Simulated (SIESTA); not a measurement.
Checking a run of SIESTA on MgMn₂O₄ (P2/m, 7 atoms in the cell). The aim is a self-consistent single point with DFT, GGA PBEsol, numerical atomic orbitals DZP, PseudoDojo PBEsol standard norm-conserving potentials (rewritten from UPF to PSML).

Cell that was meant: a = 5.4405 Å, b = 2.9399 Å, c = 5.7397 Å, α = 90.00°, β = 93.69°, γ = 90.00°.

Part of the input:

```
XC.authors                   PBEsol
PAO.BasisSize                DZP
PAO.EnergyShift              0.01 Ry
PAO.SplitNorm                0.001
PAO.SplitTailNorm            false
MeshCutoff                   400 Ry
%block kgrid.MonkhorstPack
    3   0   0  0.0
```

Log, with long lists cut:

```
reinit: Reading from file input.fdf

reinit: System Name: MgMn2O4
reinit: System Label: MgMn2O4

NOTE on units for spin output:
   [... lines left out ...]
outcell: Cell angles (23,13,12) (deg):     90.0000     93.6911     90.0000
outcell: Cell volume (Ang**3)        :     91.6149
new_DM -- step:     1
Initializing Density Matrix...

Attempting to read DM from file... Failed...
initDM: WARNING: atom 1 has a closed-shell and cannot be polarized
DM filled with atomic data (user-defined):

InitMesh: MESH = 72 x 36 x 72 = 186624
InitMesh: Mesh cutoff (required, used) =   400.000   414.408 Ry

stepf: Methfessel-Paxton step function
       Using Hermite-Gauss polynomials of order  0
        iscf     Eharris(eV)        E_KS(eV)     FreeEng(eV)     dDmax    Ef(eV) dHmax(eV)
   scf:    1    -9246.801409    -9298.883013    -9298.883496 44.249523 -2.103985 21.918555
     spin moment: {S} , |S| = {        0.0        0.0    7.96296 }     7.96296
   scf:    2    -9327.010575    -9314.026330    -9314.026330 13.664381 -2.918021 15.208783
     spin moment: {S} , |S| = {        0.0        0.0    8.00000 }     8.00000
   scf:    3    -9315.582088    -9324.695732    -9324.695732  8.652626 -4.676933  4.997195
   [... lines left out ...]
     spin moment: {S} , |S| = {        0.0        0.0    8.00000 }     8.00000
   scf:   23    -9326.839240    -9326.839240    -9326.839240  0.000018 -4.678640  0.000047
     spin moment: {S} , |S| = {        0.0        0.0    8.00000 }     8.00000
   scf:   24    -9326.839240    -9326.839240    -9326.839240  0.000043 -4.678642  0.000009
     spin moment: {S} , |S| = {        0.0        0.0    8.00000 }     8.00000
   scf:   25    -9326.839240    -9326.839240    -9326.839240  0.000005 -4.678643  0.000005
     spin moment: {S} , |S| = {        0.0        0.0    8.00000 }     8.00000
SCF Convergence by DM+H criterion
max |DM_out - DM_in|         :     0.0000047380
max |H_out - H_in|      (eV) :     0.0000045910
SCF cycle converged after 25 iterations

Using DM_out to compute the final energy and forces

siesta: E_KS(eV) =            -9326.8392

siesta: E_KS - E_eggbox =     -9326.8392

siesta: Atomic forces (eV/Ang):
     1    0.000000   -0.000000   -0.000000
     2    0.000000    0.000000    0.000000
     3   -0.000000    0.000000   -0.000000
     4    0.711230    0.000000   -0.527737
     5   -0.711231   -0.000000    0.527737
     6   -0.769369   -0.000000   -0.632126
     7    0.769369    0.000000    0.632126
   Tot   -0.000001    0.000000    0.000000
   Max    0.769369
   Res    0.411255    sqrt( Sum f_i^2 / 3N )
   [... lines left out ...]
siesta: FreeEng =     -9326.839240
siesta: Cell volume =         91.614945 Ang**3
siesta:        -151.73067719       -164.45511839  kBar
   [... lines left out ...]
     1     0.416784    9.583216   -0.029472  Mg
     2     0.673346   14.326654    3.930100  Mn
     3     0.665512   14.334488    3.955586  Mn
     4    -0.451979    6.451979    0.029525  O
     5    -0.451979    6.451979    0.029525  O
     6    -0.425842    6.425842    0.042368  O
     7    -0.425842    6.425842    0.042368  O
 Total    -0.000000                8.000000
```

### Question
Is anything amiss in this input, and did it matter?

### Answer
The run is not sound. The fault is a split norm that is too small. The second zeta is cut where the first orbital's tail holds this norm, and too small a value may not be reachable. To fix it, use the usual split norm. The run converged in 25 iterations without an error; against the sound input the free energy rises by 89.4 meV/atom, the pressure goes from -16.48 to -15.17 GPa, the largest force goes from 0.986 to 0.996 eV/Å, the gap on the mesh goes from 0.535 to 0.570 eV and the size of the net moment stays at 1.14 μB/atom. The full log also holds: “* WARNING: effective split_norm is quite small. Orbitals will be very similar.”.

The sound input it was made from differs as follows (other fixes are possible):
```diff
-PAO.SplitNorm                0.001
-PAO.SplitTailNorm            false
```

With that input, the run converged in 19 iterations: free energy E − TS -9327.4648 eV; top of the valence band (on the code's own zero) -5.02 eV; gap on the k-point mesh 0.54 eV; pressure -16.48 GPa; largest force (vector length) 0.986 eV/Å (DFT, GGA PBEsol, numerical atomic orbitals DZP, PseudoDojo PBEsol standard norm-conserving potentials (rewritten from UPF to PSML)).

On the sound input: the starting cell comes from a database of computed structures (which also holds hypothetical and non-ambient phases and stackings), without a prior relaxation at this level. Its lattice was rescaled by a random factor within 2.5 % of one. The magnetic order is the one reached from the typed start; others were not searched systematically. Values carry the incompleteness of an atom-centred basis. With a pressure of about -16 GPa the cell is away from its equilibrium volume at this level.
